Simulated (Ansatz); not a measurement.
## Effect of pressure 18 GPa on TiB2

The reference is TiB2 (space group P6/mmm, No. 191; a = 3.025 Å, c = 3.224 Å).

Now apply this change: a hydrostatic pressure of 18 GPa.

Method: r2SCAN in Ansatz (plane waves to 500 eV, PAW, no spin-orbit coupling), earlier PAW set. Γ-centred 18×18×14 mesh, Fermi–Dirac width 0.05 eV.

| quantity | base | changed | shift |
|---|---|---|---|
| volume per atom | 8.52 Å³ | 8.00 Å³ | -0.511 Å³ |
| density | 4.52 g/cm³ | 4.81 g/cm³ | +0.29 g/cm³ |
| c/a ratio | 1.066 | 1.057 | -0.009 |
| enthalpy H = E + PV relative to the base's energy | – | +0.93 eV/atom | – |
| band gap | zero | zero | – |

Final structure:

```xyz
3
Lattice="2.9710 0.0000 0.0000 -1.4855 2.5730 0.0000 0.0000 0.0000 3.1412" Properties=species:S:1:pos:R:3 pbc="T T T"
Ti     0.0000     0.0000     0.0000
B      0.0000     1.7153     1.5706
B      1.4855     0.8577     1.5706
```

Cost of the whole job for the changed cell (relaxation, final SCF and bands): roughly 40 core-seconds.

Load acts through the strain it causes; cell and atoms are relaxed under it. Whether these cells are dynamically stable was not tested. Competing high-pressure phases were not computed. All final runs are without spin polarisation.

Ansatz is a program for electronic structure.
